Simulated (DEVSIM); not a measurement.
Structure: abrupt Si n-p junction, at 300 K.

| layer (left to right) | material | thickness (μm) | Nd (cm⁻³) | Na (cm⁻³) | τn (s) | τp (s) |
|---|---|---|---|---|---|---|
| 1 | Si | 43.0 | 2.5e16 | - | 6.4e-5 | 6.4e-5 |
| 2 | Si | 2.70 | - | 5.7e15 | 6.4e-5 | 6.4e-5 |

Left contact: ohmic. Right contact: ohmic. Voltage is applied to the left contact. Recombination: SRH at mid-gap, radiative, Auger. Mobility is μmin + (μ − μmin)/(1 + (N/Nref)^α).

This is a model device: material constants are rounded textbook-type values typed into the input, and sizes, dopings and lifetimes were drawn at random. Values at 300 K.

| parameter | Si |
|---|---|
| gap (eV) | 1.124 |
| affinity (eV) | 4.05 |
| permittivity | 11.7 |
| Nc (cm⁻³) | 2.86e19 |
| Nv (cm⁻³) | 3.1e19 |
| μn (cm²/Vs) | 1417 |
| μp (cm²/Vs) | 470 |
| μn,min | 52 |
| μp,min | 45 |
| Nref,n | 9.7e16 |
| Nref,p | 2.2e17 |
| αn | 0.68 |
| αp | 0.72 |
| B (cm³/s) | 4.7e-15 |
| Cn (cm⁶/s) | 2.8e-31 |
| Cp (cm⁶/s) | 9.9e-32 |

DEVSIM, 1D drift-diffusion, Boltzmann statistics, complete ionisation; no tunnelling, impact ionisation, image-force lowering or self-heating.

Task: Tabulate band edges, carrier densities and field at -0.9 V on the left contact.

Result: Energies count from the Fermi level of the right contact; mesh points crowd at the junctions.

```json
[
 {"x (μm)": "0.000", "Ec (eV)": "1.082", "Ev (eV)": "-0.042", "n (cm⁻³)": "2.5e16", "p (cm⁻³)": "4600", "field (V/cm)": "-54"},
 {"x (μm)": "0.03735", "Ec (eV)": "1.082", "Ev (eV)": "-0.042", "n (cm⁻³)": "2.5e16", "p (cm⁻³)": "2.1e13", "field (V/cm)": "-54"},
 {"x (μm)": "0.1393", "Ec (eV)": "1.081", "Ev (eV)": "-0.043", "n (cm⁻³)": "2.5e16", "p (cm⁻³)": "7.6e13", "field (V/cm)": "-54"},
 {"x (μm)": "0.3931", "Ec (eV)": "1.080", "Ev (eV)": "-0.044", "n (cm⁻³)": "2.5e16", "p (cm⁻³)": "2.1e14", "field (V/cm)": "-53"},
 {"x (μm)": "1.453", "Ec (eV)": "1.074", "Ev (eV)": "-0.050", "n (cm⁻³)": "2.6e16", "p (cm⁻³)": "7.0e14", "field (V/cm)": "-51"},
 {"x (μm)": "3.748", "Ec (eV)": "1.063", "Ev (eV)": "-0.061", "n (cm⁻³)": "2.6e16", "p (cm⁻³)": "1.5e15", "field (V/cm)": "-48"},
 {"x (μm)": "10.01", "Ec (eV)": "1.034", "Ev (eV)": "-0.090", "n (cm⁻³)": "2.8e16", "p (cm⁻³)": "2.6e15", "field (V/cm)": "-45"},
 {"x (μm)": "29.83", "Ec (eV)": "0.948", "Ev (eV)": "-0.176", "n (cm⁻³)": "2.8e16", "p (cm⁻³)": "3.3e15", "field (V/cm)": "-43"},
 {"x (μm)": "37.86", "Ec (eV)": "0.914", "Ev (eV)": "-0.210", "n (cm⁻³)": "2.8e16", "p (cm⁻³)": "3.3e15", "field (V/cm)": "-43"},
 {"x (μm)": "41.00", "Ec (eV)": "0.900", "Ev (eV)": "-0.224", "n (cm⁻³)": "2.8e16", "p (cm⁻³)": "3.3e15", "field (V/cm)": "-43"},
 {"x (μm)": "42.26", "Ec (eV)": "0.895", "Ev (eV)": "-0.229", "n (cm⁻³)": "2.8e16", "p (cm⁻³)": "3.3e15", "field (V/cm)": "-43"},
 {"x (μm)": "42.81", "Ec (eV)": "0.892", "Ev (eV)": "-0.232", "n (cm⁻³)": "2.8e16", "p (cm⁻³)": "3.3e15", "field (V/cm)": "-41"},
 {"x (μm)": "42.94", "Ec (eV)": "0.893", "Ev (eV)": "-0.231", "n (cm⁻³)": "2.7e16", "p (cm⁻³)": "3.5e15", "field (V/cm)": "510"},
 {"x (μm)": "42.99", "Ec (eV)": "0.903", "Ev (eV)": "-0.221", "n (cm⁻³)": "1.8e16", "p (cm⁻³)": "5.2e15", "field (V/cm)": "4600"},
 {"x (μm)": "43.04", "Ec (eV)": "0.921", "Ev (eV)": "-0.203", "n (cm⁻³)": "8.9e15", "p (cm⁻³)": "1.1e16", "field (V/cm)": "1800"},
 {"x (μm)": "43.14", "Ec (eV)": "0.926", "Ev (eV)": "-0.198", "n (cm⁻³)": "7.1e15", "p (cm⁻³)": "1.3e16", "field (V/cm)": "≈ 0"},
 {"x (μm)": "43.38", "Ec (eV)": "0.925", "Ev (eV)": "-0.199", "n (cm⁻³)": "6.4e15", "p (cm⁻³)": "1.2e16", "field (V/cm)": "-61"},
 {"x (μm)": "43.99", "Ec (eV)": "0.921", "Ev (eV)": "-0.203", "n (cm⁻³)": "5.0e15", "p (cm⁻³)": "1.1e16", "field (V/cm)": "-72"},
 {"x (μm)": "45.18", "Ec (eV)": "0.910", "Ev (eV)": "-0.214", "n (cm⁻³)": "1.8e15", "p (cm⁻³)": "7.5e15", "field (V/cm)": "-120"},
 {"x (μm)": "45.52", "Ec (eV)": "0.905", "Ev (eV)": "-0.219", "n (cm⁻³)": "6.7e14", "p (cm⁻³)": "6.4e15", "field (V/cm)": "-160"},
 {"x (μm)": "45.64", "Ec (eV)": "0.903", "Ev (eV)": "-0.221", "n (cm⁻³)": "2.2e14", "p (cm⁻³)": "5.9e15", "field (V/cm)": "-180"},
 {"x (μm)": "45.70", "Ec (eV)": "0.902", "Ev (eV)": "-0.222", "n (cm⁻³)": "20000", "p (cm⁻³)": "5.7e15", "field (V/cm)": "-190"}
]
```
